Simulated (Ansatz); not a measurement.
## InAs, response to strain

The parent structure is InAs in the zinc blende structure (space group F-43m, No. 216).

```yaml
crystal:
  lattice:
    - [0.00000, 3.04364, 3.04364]
    - [3.04364, 0.00000, 3.04364]
    - [3.04364, 3.04364, 0.00000]
  atoms:
    - { symbol: In, position: [0.00000, 0.00000, 0.00000] }
    - { symbol: As, position: [0.25000, 0.25000, 0.25000] }
```

Cartesian axes are those of the cell as printed.

Strains are applied to the cell and any free atomic positions relax; under biaxial strain the out-of-plane vector relaxes too.

Level of theory: Kohn–Sham DFT with the PBEsol functional, run in Ansatz (a first-principles code) with PAW and 420 eV plane waves, no spin-orbit coupling.

Notes on the quantities. pressure: mean of the normal stresses, compression positive; energy relative to the base: free energy F.

| case | pressure | volume per atom | energy relative to the base |
|---|---|---|---|
| base | 0.0 GPa | 28.20 Å³ | 0 meV/atom |
| biaxial strain −2.50 %, plane normal [111], relaxed out of plane | 2.1 GPa | 27.24 Å³ | +13 meV/atom |
| biaxial strain −1.67 %, plane normal [111], relaxed out of plane | 1.3 GPa | 27.55 Å³ | +5.8 meV/atom |
| biaxial strain −1.25 %, plane normal [111], relaxed out of plane | 1.0 GPa | 27.71 Å³ | +3.2 meV/atom |
| biaxial strain −0.83 %, plane normal [111], relaxed out of plane | 0.7 GPa | 27.88 Å³ | +1.4 meV/atom |
| biaxial strain −0.42 %, plane normal [111], relaxed out of plane | 0.3 GPa | 28.03 Å³ | +0.4 meV/atom |
| biaxial strain +0.83 %, plane normal [111], relaxed out of plane | -0.6 GPa | 28.52 Å³ | +1.4 meV/atom |
| biaxial strain +1.25 %, plane normal [111], relaxed out of plane | -0.9 GPa | 28.68 Å³ | +3.1 meV/atom |
| biaxial strain +2.08 %, plane normal [111], relaxed out of plane | -1.5 GPa | 29.01 Å³ | +8.4 meV/atom |
| biaxial strain +2.50 %, plane normal [111], relaxed out of plane | -1.8 GPa | 29.18 Å³ | +12 meV/atom |

A case with no gap was solved on a k-mesh chosen for an insulator, which is coarse for it. Whether these cells are dynamically stable was not tested. The final runs are not spin-polarised.
